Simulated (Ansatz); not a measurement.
Take GaN (space group P-6m2, No. 187; a = 2.9794 Å, c = 2.6868 Å; a hypothetical phase, not in the database extracts checked; relaxed with 0.1 eV smearing) as the base. Axes: x lies along a and z along c of the hexagonal cell.

Computed with PBE (Ansatz, a quantum-chemistry and plane-wave program; PAW; 420 eV plane waves; no spin-orbit coupling).

It is then changed as follows: tensor shear ε_xy = −1.50 % (engineering shear γ = -0.0300), atoms relaxed at fixed cell.

Task: Predict the stress tensor and what it implies for the stiffness.

Result: Stress of the strained cell less that of the base (GPa, compression positive):
```
    0.2     3.2     0.0
    3.2     0.2     0.0
    0.0     0.0     0.3
```

Then −Δσ/γ with γ = 2ε = -0.0300 gives secant stiffness values (nonlinear terms included at this strain): C66 ≈ 108 GPa.

No phonon test of stability was made. The final runs are not spin-polarised.
